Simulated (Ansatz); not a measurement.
The parent structure is GaPt (space group P2_13, No. 198; a = 4.9027 Å; a cell from a computed database, its experimental status unchecked).

Levels (all Ansatz, an electronic-structure program, PAW): PBEsol (420 eV, scalar-relativistic without spin-orbit coupling); PBEsol+SOC (420 eV, noncollinear with spin-orbit coupling).

The geometry is relaxed with PBEsol.

```
Property          Result
---------------  -------
PBEsol pressure  0.0 GPa
```

Q: What does PBEsol+SOC give at this geometry for the pressure?

A: The pressure goes from zero to -0.3 GPa.

Single points use the geometry relaxed with PBEsol. Differences between runs with and without spin-orbit coupling are approximate. No phonon test of stability was made. The runs without spin-orbit coupling are not spin-polarised.
